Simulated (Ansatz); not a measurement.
The reference is GaSb in the zinc blende structure (space group F-43m, No. 216; a = 6.1324 Å).

Modification: every Sb is replaced by P, then cell and atoms are relaxed.

Levels (all Ansatz, a program for electronic structure, PAW): r2SCAN (500 eV, no spin-orbit coupling); HSE06+SOC (420 eV, noncollinear with spin-orbit coupling).

The geometry is relaxed with r2SCAN.

r2SCAN valence-band top at Γ: 0.00, 0.00, 0.00 eV
r2SCAN lowest conduction level above the VBM at special points: X 1.91 eV; L 2.04 eV; Γ 2.36 eV

With HSE06+SOC at the same geometry, the valence-band top at Γ (three highest Kramers pairs, from the VBM) goes from 0.00, 0.00, 0.00 eV to 0.00, 0.00, -0.10 eV; the lowest conduction level above the VBM at special points goes from X 1.91 eV; L 2.04 eV; Γ 2.36 eV to X 2.26 eV; L 2.47 eV; Γ 2.76 eV. The threefold valence maximum splits by Δso ≈ 0.10 eV.

Single points use the geometry relaxed with r2SCAN. HSE06 gaps are upper bounds (no full band path). Differences between runs with and without spin-orbit coupling are approximate. The levels and masses belong to the bands next to the band gap. No phonon test of stability was made.
